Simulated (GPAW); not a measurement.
## Worked example: self-consistent single point of Co3ReB4 (Pm, 8 atoms in the cell) in GPAW

Method: PBEsol, GPAW PAW datasets PBEsol (made by gpaw-setup) (plane waves; GPAW).

Input as run:

```python
from ase import Atoms
from ase.units import GPa
from gpaw import GPAW, PW

atoms = Atoms(['Co', 'Co', 'Co', 'Re', 'B', 'B', 'B', 'B'],
              cell=[[4.125950, 0.000000, 0.000000],
                    [0.000000, 3.031950, 0.000000],
                    [-0.133364, 0.000000, 5.413197]],
              scaled_positions=[[0.869770, 0.000000, 0.173460],
                                [0.371560, 0.500000, 0.320080],
                                [0.127180, 0.500000, 0.826260],
                                [0.630630, 0.000000, 0.679220],
                                [0.128360, 0.000000, 0.520390],
                                [0.366900, 0.000000, 0.044710],
                                [0.900090, 0.500000, 0.450310],
                                [0.605510, 0.500000, 0.985570]],
              pbc=True)

calc = GPAW(mode=PW(900),
            xc='PBEsol',
            kpts={'size': (5, 7, 4), 'gamma': True},
            occupations={'name': 'methfessel-paxton', 'width': 0.05, 'order': 0},
            nbands=-12,
            convergence={'density': 1e-05, 'energy': 1e-05},
            symmetry={'symmorphic': False, 'tolerance': 0.0005},
            maxiter=120)

atoms.calc = calc

energy = atoms.get_potential_energy()
print('Energy (eV):', round(energy, 6))
forces = atoms.get_forces()
print('Forces (eV/Ang):')
print(forces.round(5))
stress = atoms.get_stress()
print('Stress (GPa, Voigt):', (stress / GPa).round(4))
```

Output, abridged:

```
Input parameters:
  convergence: {density: 1e-05,
                energy: 1e-05}
  kpts: {gamma: True,
         size: (5, 7, 4)}
  maxiter: 120
  mode: {ecut: 900.0000000000001,
         name: pw}
  nbands: -12
  occupations: {name: methfessel-paxton,
                order: 0,
                width: 0.05}
  symmetry: {symmorphic: False,
             tolerance: 0.0005}
  xc: PBEsol

species:
  Co:
    name: Cobalt
    Z: 27.0
    valence: 9
    core: 18
    charge: 0.0
    file: Co.PBEsol.gz

    # Using partial waves for Co as LCAO basis

  Re:
    name: Rhenium
    Z: 75.0
    valence: 13
    core: 62
    charge: 0.0
    file: Re.PBEsol.gz

    # Using partial waves for Re as LCAO basis

  B:
    name: Boron
    Z: 5.0
    valence: 3
    core: 2
    charge: 0.0
    file: B.PBEsol.gz

    # Using partial waves for B as LCAO basis

Reference energy: -569826.023761  # eV

Spin-paired calculation

Convergence criteria:
 Maximum [total energy] change in last 3 cyles: 1e-05 eV / valence electron
 Maximum integral of absolute [dens]ity change: 1e-05 electrons / valence electron
 Maximum integral of absolute [eigenst]ate change: 4e-08 eV^2 / valence electron
 Maximum number of scf [iter]ations: 120

Symmetries present (total): 2
Symmetries with fractional translations: 0
140 k-points: 5 x 7 x 4 Monkhorst-Pack grid + [0.000000,0.000000,1/8]
44 k-points in the irreducible part of the Brillouin zone
       k-points in crystal coordinates                weights
   0:     0.00000000    0.00000000    0.00000000          1/140
   1:     0.00000000    0.00000000    0.25000000          2/140
   2:     0.00000000    0.00000000    0.50000000          1/140
   [... 7 lines left out ...]
          ...
  43:     0.40000000    0.42857143    0.50000000          4/140

Wave functions: Plane wave expansion
  Cutoff energy: 900.000 eV
  Number of coefficients (min, max): 4122, 4181
  Pulay-stress correction: 0.000000 eV/Ang^3 (de/decut=0.000000)

Occupation numbers: Methfessel-Paxton:
  width: 0.0500  # eV
  order: 0

Eigensolver

Densities:
  Coarse grid: 30*21*40 grid
  Fine grid: 60*42*80 grid
  Total Charge: 0.000000

Density mixing:
  Method: separate
  Backend: pulay
  Linear mixing parameter: 0.05
  old densities: 5
  Damping of long wavelength oscillations: 50

Hamiltonian:
  XC and Coulomb potentials evaluated on a 60*42*80 grid
  External potential:
    NoExternalPotential

XC parameters: PBEsol with 2 nearest neighbor stencil

Number of atoms: 8
Number of atomic orbitals: 55
Number of bands in calculation: 38
Number of valence electrons: 52
Bands to converge: occupied

Density initialized from atomic densities
  38 bands from LCAO basis set

Atomic positions and initial magnetic moments

Positions:
   0 Co     3.565494    0.000000    0.938973    ( 0.0000,  0.0000,  0.0000)
   1 Co     1.490351    1.515975    1.732656    ( 0.0000,  0.0000,  0.0000)
   2 Co     0.414545    1.515975    4.472708    ( 0.0000,  0.0000,  0.0000)
   3 Re     2.511364    0.000000    3.676752    ( 0.0000,  0.0000,  0.0000)
   4 B      0.460206    0.000000    2.816974    ( 0.0000,  0.0000,  0.0000)
   5 B      1.507848    0.000000    0.242024    ( 0.0000,  0.0000,  0.0000)
   6 B      3.653671    1.515975    2.437617    ( 0.0000,  0.0000,  0.0000)
   7 B      2.366864    1.515975    5.335085    ( 0.0000,  0.0000,  0.0000)

Unit cell:
           periodic     x           y           z      points  spacing
  1. axis:    yes    4.125950    0.000000    0.000000    30     0.1375
  2. axis:    yes    0.000000    3.031950    0.000000    21     0.1444
  3. axis:    yes   -0.133364    0.000000    5.413197    40     0.1353

  Lengths:   4.125950   3.031950   5.414840
  Angles:   90.000000  91.411301  90.000000

Effective grid spacing dv^(1/3) = 0.1390

     iter     time        total  log10-change:
                         energy   eigst   dens
iter:   1 --:--:--   -72.674414
iter:   2 --:--:--   -71.815094   -0.56  -1.26
iter:   3 --:--:--   -70.843991   -1.06  -1.32
iter:   4 --:--:--   -70.685735   -1.49  -1.51
iter:   5 --:--:--   -70.658184   -2.00  -1.66
iter:   6 --:--:--   -70.682334   -2.58  -1.73
iter:   7 --:--:--   -70.744150   -1.94  -1.79
iter:   8 --:--:--   -70.742771   -2.79  -2.26
iter:   9 --:--:--   -70.740214   -2.71  -2.32
iter:  10 --:--:--   -70.741071   -3.36  -2.69
iter:  11 --:--:--   -70.741042   -3.91  -2.73
iter:  12 --:--:--   -70.741071c  -4.38  -2.73
iter:  13 --:--:--   -70.741334c  -4.33  -2.72
iter:  14 --:--:--   -70.741661   -4.36  -2.78
iter:  15 --:--:--   -70.741586c  -4.58  -2.80
iter:  16 --:--:--   -70.740797   -4.62  -2.83
iter:  17 --:--:--   -70.740846   -4.54  -3.10
iter:  18 --:--:--   -70.740849c  -5.12  -3.32
iter:  19 --:--:--   -70.740788c  -4.88  -3.43
iter:  20 --:--:--   -70.740787c  -5.66  -3.60
iter:  21 --:--:--   -70.740777c  -6.41  -3.65
iter:  22 --:--:--   -70.740771c  -5.93  -3.70
iter:  23 --:--:--   -70.740773c  -6.61  -3.87
iter:  24 --:--:--   -70.740773c  -7.03  -3.91
iter:  25 --:--:--   -70.740764c  -6.62  -3.95
iter:  26 --:--:--   -70.740765c  -6.98  -4.19
iter:  27 --:--:--   -70.740766c  -6.98  -4.36
iter:  28 --:--:--   -70.740767c  -7.46c -4.57
iter:  29 --:--:--   -70.740766c  -7.76c -4.63
iter:  30 --:--:--   -70.740766c  -8.10c -4.74
iter:  31 --:--:--   -70.740766c  -8.31c -4.82
iter:  32 --:--:--   -70.740766c  -8.69c -4.93
iter:  33 --:--:--   -70.740766c  -8.60c -5.03c

Converged after 33 iterations.

Dipole moment: (0.941424, -0.000000, -2.241883) |e|*Ang

Energy contributions relative to reference atoms: (reference = -569826.023761)

Kinetic:        +53.937328
Potential:      -45.058361
External:        +0.000000
XC:             -79.520007
Entropy (-ST):   -0.007425
Local:           -0.096015
SIC:             +0.000000
--------------------------
Free energy:    -70.744479
Extrapolated:   -70.740766

Showing only first 2 kpts
 Kpt  Band  Eigenvalues  Occupancy
  0    24     12.00159    2.00000
  0    25     12.20016    2.00000
  0    26     12.59630    1.00589
  0    27     13.15619    0.00000

  1    24     12.04497    2.00000
  1    25     12.27167    2.00000
  1    26     12.90016    0.00000
  1    27     13.32353    0.00000

Fermi level: 12.59656

No gap
No difference between direct/indirect transitions
Energy (eV): -70.740766

Forces in eV/Ang:
  0 Co   -0.01114    0.00000   -0.00950
  1 Co    0.04685    0.00000    0.05169
  2 Co   -0.03848    0.00000   -0.07802
  3 Re    0.01910    0.00000    0.05549
  4 B     0.04990    0.00000    0.05237
  5 B    -0.03508    0.00000   -0.03936
  6 B    -0.08771    0.00000    0.03053
  7 B     0.05674    0.00000   -0.06326

Stress tensor:
     0.058522     0.000000     0.000263
     0.000000     0.050007     0.000000
     0.000263     0.000000     0.058664
Stress (GPa, Voigt): [9.3763 8.0121 9.3991 0.     0.0422 0.    ]
```

The run converged in 33 iterations. GPAW prints stress with tension positive.

At such cutoffs GPAW's stress carries a finite-basis (Pulay) error, which enters relaxed cells too; its log prints stress with tension positive.

The starting cell comes from a database of computed structures (which also holds hypothetical and non-ambient phases and stackings), without a prior relaxation at this level. Spin-orbit coupling is off. Spin polarisation is off.

Cost on one core of a shared machine: roughly 2 min.
